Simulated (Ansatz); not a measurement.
Defect migration in bcc W: W vacancy, neutral cell. Level of theory: PBE, PAW (plane waves to 420 eV; Ansatz, a program for electronic structure).

Cell of 36 host sites held at the relaxed PBE lattice; a 2×2×3 k-point mesh shifted by half a step; Fermi-Dirac width 0.10 eV, spin-restricted; finite-size errors left in. Static, classical nuclei. Spin-orbit coupling is left out. Forms of the defect that were not tried may lie lower.

Barriers: single points on a 3×3×5 k-point mesh shifted by half a step at the bands' geometries (they differ from the bands' own by up to 0.09 eV, and are uncertain by about as much).

Relaxed starting cell (atoms counted from 1):

```xyz
35
Lattice="9.5529 0.0000 0.0000 0.0000 9.5529 0.0000 0.0000 0.0000 6.3686" Properties=species:S:1:pos:R:3 pbc="T T T"
W     -0.0027    -0.0040     3.1957
W     -0.0026     3.1627     0.0111
W     -0.0026     3.1641     3.1953
W     -0.0027     6.3824     0.0111
W     -0.0026     6.3815     3.1953
W      3.1638    -0.0037     0.0111
W      3.1650    -0.0039     3.1955
W      3.1787     3.1775     0.0111
W      3.1674     3.1661     3.1953
W      3.1788     6.3676     0.0112
W      3.1673     6.3791     3.1952
W      6.3836    -0.0036     0.0111
W      6.3824    -0.0039     3.1954
W      6.3690     3.1775     0.0111
W      6.3803     3.1660     3.1952
W      6.3688     6.3677     0.0108
W      6.3803     6.3791     3.1954
W      1.5736     1.5725     1.5795
W      1.5734     1.5723     4.8117
W      1.5867     4.7727     1.6053
W      1.5868     4.7726     4.7853
W      1.5736     7.9730     1.5792
W      1.5738     7.9726     4.8116
W      4.7738     1.5855     1.6053
W      4.7737     1.5856     4.7854
W      4.7738     4.7725     1.6015
W      4.7737     4.7725     4.7889
W      4.7738     7.9595     1.6053
W      4.7737     7.9595     4.7854
W      7.9742     1.5722     1.5791
W      7.9740     1.5726     4.8112
W      7.9607     4.7725     1.6054
W      7.9608     4.7727     4.7853
W      7.9736     7.9726     1.5796
W      7.9740     7.9728     4.8119
```

End state 1 differs by these moves (Å; atoms that move under 0.08 Å are left out):

```csv
atom,element,Δx,Δy,Δz
19,W,-1.56,-1.56,1.54
```

What forward and backward barriers to end state 1 does PBE, PAW give?

forward 1.65 eV, backward 1.65 eV; at the saddle point atom 19 has neighbours 2 W at 2.68, W at 2.70, 2 W at 2.73, W at 2.75, W at 3.26, 2 W at 3.27 Å. The saddle point's order was not checked, and it lies on a symmetry element of the cell, where a band can be held.
